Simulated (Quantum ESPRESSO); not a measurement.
## Convergence test for TiO2 (Pbca, 24 atoms in the cell)

```cif
data_O16Ti8
_chemical_formula_sum 'Ti8 O16'
_space_group_name_H-M_alt 'Pbca'
_space_group_IT_number 61
_space_group_name_Hall '-P 2ac 2ab'
_cell_length_a 5.14912
_cell_length_b 9.19420
_cell_length_c 5.45912
_cell_angle_alpha 90.000
_cell_angle_beta 90.000
_cell_angle_gamma 90.000
loop_
_atom_site_label
_atom_site_type_symbol
_atom_site_symmetry_multiplicity
_atom_site_Wyckoff_symbol
_atom_site_fract_x
_atom_site_fract_y
_atom_site_fract_z
_atom_site_occupancy
Ti1 Ti 8 c 0.13791 0.37103 0.40258 1
O1 O 8 c 0.46471 0.26971 0.38999 1
O2 O 8 c 0.31663 0.48952 0.14881 1
```

Method of the run: PBE, SSSP 1.1.2 efficiency (PBE) pseudopotentials (plane waves; Quantum ESPRESSO 7.5).

The starting cell comes from a database of computed structures (which also holds hypothetical and non-ambient phases and stackings), without a prior relaxation at this level. In the base run, with a pressure of about 3 GPa the cell is away from its equilibrium volume at this level.

Held fixed: ecutwfc = 55 Ry; ecutrho = 440 Ry; occupations = smearing; smearing = fermi-dirac; degauss = 0.000734986 Ry; potentials = {Ti: ti_pbe_v1.4.uspp.F.UPF, O: O.pbe-n-kjpaw_psl.0.1.UPF}; K_POINTS = automatic 3 2 3 0 0 0.

ΔF is the free energy per atom less that of the last row (7.3e-14 Ry).

| conv_thr | ΔF (meV/atom) | pressure (GPa) | largest force (eV/Å) | gap on the mesh (eV) | iterations |
|---|---|---|---|---|---|
| 0.0073 Ry | 0.57 | -1.46 | 0.111 | 2.270 | 7 |
| 0.00073 Ry | 0.01 | 4.62 | 0.099 | 2.295 | 9 |
| 7.3e-05 Ry | 0.01 | 4.62 | 0.099 | 2.295 | 9 |
| 7.3e-06 Ry | 0.00 | 3.34 | 0.099 | 2.294 | 11 |
| 7.3e-07 Ry | 0.00 | 3.51 | 0.099 | 2.293 | 12 |
| 7.3e-08 Ry | 0.00 | 3.51 | 0.099 | 2.293 | 12 |
| 7.3e-10 Ry | 0.00 | 3.48 | 0.099 | 2.293 | 14 |
| 1e-10 Ry | 0.00 | 3.48 | 0.099 | 2.293 | 14 |
| 7.3e-12 Ry | 0.00 | 3.48 | 0.099 | 2.293 | 15 |
| 7.3e-14 Ry | 0.00 | 3.48 | 0.099 | 2.293 | 19 |

Pressure within 1 GPa of the last row: from conv_thr = 7.3e-06 Ry on; the one before it is off by 1.1 GPa. The value it settles on is 3.5 GPa at this level of theory and with the other settings as held.

The gap is read on the k-point mesh of the run and can differ from the gap over the whole zone at this level.
